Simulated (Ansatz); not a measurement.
The reference is TlBiS₂ (space group R-3m, No. 166; a = 4.0853 Å, c = 21.6959 Å (hexagonal axes)). Axes: x lies along a and z along c of the hexagonal cell.

The values are results of PBEsol (Ansatz, a program for electronic structure), no SOC, not measurements.

It is then changed as follows: tensile biaxial strain of 1.20 % in the plane normal to [001], as in epitaxy on a mismatched substrate; the out-of-plane cell vector and the atoms relax.

Task: What happens to the energy relative to the base and out-of-plane strain?

Result: The energy increases by 1.8 meV/atom; the out-of-plane strain amounts to -1.32 %.

Stability against distortions was not tested.
